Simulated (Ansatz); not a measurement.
## CsPbBr3: stress against strain

CsPbBr3 (cubic perovskite, Pm-3m, 38.424 Å³/atom at rest, cube axes along x, y and z) under a strain ε along a cube axis (axis z), the other axes held. LDA in Ansatz, a plane-wave DFT program (PAW, default set), 420 eV, 6×6×6 Γ-centred mesh, Fermi-Dirac smearing 0.05 eV; ions are relaxed within the symmetry of each cell. Stress is positive for a compressed cell.

Here s stands for strain and y for stress zz.

| strain (%) | stress zz (GPa) |
|---|---|
| -3.00 | ? |
| -1.20 | 0.80 |
| -0.60 | 0.39 |
| 0.00 | 0.00 |
| 0.60 | -0.36 |
| 1.20 | -0.69 |

The 5 complete rows are fitted with a straight line, y against s. Means: s 0, y 0.028. About the means, the sum of products is -2.2380 and the sum of squares of s is 3.6000; the slope is their ratio. Least squares gives y = 0.028 - 0.6217·s. Residuals (row less fit): 0.026, -0.011, -0.028, -0.015, 0.028; standard error 0.029 (degrees of freedom: 3). The slope gives the elastic constant C11 = 62 ± 1.5 GPa.

Problem. Predict the withheld y at s = -3.00 from the fit, and compare with the calculation.

Solution. y = 0.028 - 0.6217 × (-3.0) = 1.893 GPa. The calculation gives 2.23 GPa, 0.337 GPa above the prediction (11.5 % of the range of y in the table). The row lies outside the fitted rows, so this is an extrapolation. From the scatter of the fitted rows alone, a prediction at this place has a standard error of 0.057 GPa, so the miss is 5.9 times that.

One order more, fitted to all 11 runs of the series, follows each within 0.01, so the miss is the next term of a smooth law. The primitive cell can neither tilt nor turn polar against its symmetry, as such crystals can under strain. CsPbBr3 is here the ideal cubic form; the compound distorts at low or room temperature. Rows are the converged runs of the series near zero and its far end; series whose fitted rows scatter by over a few per cent of the range, as at a crossing or softening among them, aren't shown in this form. Most that stay on the fit to the last digits aren't either.
